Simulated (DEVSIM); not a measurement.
Structure: W/Al2O3/SiO2/n-Si capacitor, at 350 K.

Layer 1 from the left is Al2O3, thickness (nm) 3.90. Layer 2 from the left is SiO2, thickness (nm) 1.50. Layer 3 from the left is Si, thickness (nm) 520, Nd (cm⁻³) 1.2e18.

Metal gate on the left, work function 4.6 eV. Fixed charge at the semiconductor interface -1.3e11 cm⁻² (in units of +e); no interface traps.

The device is made up for the run: typed textbook-type constants, with dimensions and the other settings drawn at random. Values at 300 K; Nc and Nv go as T^1.5, mobilities as T to minus their exponent, the gap by Varshni's rule with the affinity fixed.

Al2O3: gap (eV) 6.8, affinity (eV) 1.35, permittivity 9. SiO2: gap (eV) 9, affinity (eV) 0.9, permittivity 3.9. Si: gap (eV) 1.124, affinity (eV) 4.05, permittivity 11.7, Nc (cm⁻³) 2.86e19, Nv (cm⁻³) 3.1e19, Varshni α (eV/K) 0.000473, Varshni β (K) 636.

Simulated with DEVSIM: 1D Poisson equation in equilibrium, Boltzmann statistics, complete ionisation; no quantum confinement or tunnelling. Metal contacts follow the ideal Schottky-Mott rule: no Fermi-level pinning, no interface dipoles.

Question: What does the simulation give for the threshold voltage (band bending 2φF), the minimum of the low-frequency capacitance?

Answer: threshold voltage (band bending 2φF) -0.99 V; minimum of the low-frequency capacitance 0.277 μF/cm².
